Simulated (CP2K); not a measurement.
Troubleshooting CP2K: a failed run on LaP7 (P2_1/c, 32 atoms in the cell). The aim is a self-consistent single point with DFT LDA (Pade form), GPW, DZVP-MOLOPT-SR-GTH basis, GTH-PADE potentials (GTH_POTENTIALS).

Cell that was meant: a = 7.0407 Å, b = 11.7472 Å, c = 10.3289 Å, α = 90.00°, β = 129.55°, γ = 90.00°.

Part of the input:

```
  METHOD Quickstep
  STRESS_TENSOR ANALYTICAL
  &DFT
    BASIS_SET_FILE_NAME BASIS_MOLOPT_SR
    BASIS_SET_FILE_NAME BASIS_MOLOPT_UCL
    POTENTIAL_FILE_NAME GTH_POTENTIALS
    &QS
```

Output, abridged:

```
 GLOBAL| Method name                                                        CP2K
 GLOBAL| Project name                                                       bulk
 GLOBAL| Run type                                                   ENERGY_FORCE

 *******************************************************************************
 *   ___                                                                       *
 *  /   \                                                                      *
 * [ABORT]                                                                     *
 *  \___/   The specified OLD file <BASIS_MOLOPT_SR> cannot be opened. It does *
 *    |      not exist. *
 *  O/|
 * /| |
 * / \                                                   common/cp_files.F:406 *
 *******************************************************************************

 ===== Routine Calling Stack =====

            3 read_qs_kind
            2 create_qs_kind_set
            1 CP2K
Abort(1) on node 0 (rank 0 in comm 0): application called MPI_Abort(MPI_COMM_WORLD, 1) - process 0
```

Task: From the messages shown, name the fault and mend the input.

Result: The fault is a potential or basis that cannot be found. The input names a file or set that is not where the program looks, or that does not exist under that name. To fix it, correct the name or place the file. The program stopped before any SCF iteration.

An input that runs soundly differs in these lines (not the only fix; some lines may just follow from the change or write a value another way):
```diff
-    BASIS_SET_FILE_NAME BASIS_MOLOPT_SR
+    BASIS_SET_FILE_NAME BASIS_MOLOPT
```

With that input, the run converged in 13 iterations: free energy E − TS -8512.5516 eV; top of the valence band (on the code's own zero) 6.40 eV; gap on the k-point mesh 1.00 eV; pressure -2.89 GPa; largest force (vector length) 0.284 eV/Å (DFT LDA (Pade form), GPW, DZVP-MOLOPT-SR-GTH basis, GTH-PADE potentials (GTH_POTENTIALS)).

On the sound input: the starting cell comes from a database of computed structures (which also holds hypothetical and non-ambient phases and stackings), without a prior relaxation at this level. Values carry the incompleteness of an atom-centred basis.
